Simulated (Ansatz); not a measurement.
The reference is Li in the bcc (W type) structure (space group Im-3m, No. 229; a = 3.435 Å; relaxed with 0.1 eV smearing).

All numbers come from PBE/PAW in Ansatz (a quantum-chemistry and plane-wave program), without spin-orbit coupling.

Base values:

```
Quantity   Result
--------  -------
Pressure  0.0 GPa
```

Modification: every lattice vector is shortened by 0.91 %; the atoms relax in the strained cell.

Q: How does this affect the pressure?

A: The pressure goes from zero to 0.4 GPa.

Q: Predict the new energy relative to the base.

A: The energy grows by 0.7 meV/atom.

Stability against distortions was not tested.
